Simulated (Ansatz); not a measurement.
**Relaxation of the atoms of SrIn2Pt (Cmcm, 8 atoms in the cell) at several settings**

```xyz
8
Lattice="2.2535 -5.4901 0.0000 2.2535 5.4901 0.0000 0.0000 0.0000 7.9652" Properties=species:S:1:pos:R:3 pbc="T T T"
Sr     2.2535    -4.8135     5.9739
Sr     2.2535     4.8135     1.9913
In     2.2535    -1.6769     7.5338
In     2.2535     1.6769     0.4314
In     2.2535     1.6769     3.5512
In     2.2535    -1.6769     4.4140
Pt     2.2535     3.0780     5.9739
Pt     2.2535    -3.0780     1.9913
```

Base: LDA (PW92), harder PAW files (source: ansatz) made with PBE in Ansatz (an electronic-structure program). Its settings: basis.ecutwfc = 710 eV; kpoints.mp_grid.grid = 6 6 3; kpoints.mp_grid.shift = 0.5 0.5 0.5; hamiltonian.xc = lda; hamiltonian.pseudopotentials = {kind: paw, source: ansatz}; scf.occupations.method = cold; scf.occupations.width = 0.1 eV. Starting volume 24.64 Å³ per atom.

Each line gives the change from the base single point and the result:

- atoms moved at random; relax: default → atoms; relax.f_tol: default → 0.005 eV/Å: pressure -3.96 GPa; relaxation steps 5; free energy against the base single point -0.9 meV/atom.
- atoms moved at random; relax: default → atoms; relax.f_tol: default → 0.03 eV/Å: pressure -3.98 GPa; largest force (vector length) 0.006 eV/Å; relaxation steps 4; free energy against the base single point -0.9 meV/atom.
- atoms moved at random; scf.convergence.dr2_threshold: default (1e-07 eV) → 0.001 eV; relax: default → atoms; relax.f_tol: default → 0.03 eV/Å: pressure -3.98 GPa; largest force (vector length) 0.032 eV/Å; relaxation steps 8; free energy against the base single point -0.8 meV/atom.

The starting cell comes from a database of computed structures (which also holds hypothetical and non-ambient phases and stackings), without a prior relaxation at this level. Spin polarisation is off. Ansatz's pressure includes its estimate of the finite-basis (Pulay) stress.

Keys are those of Ansatz 0.2.
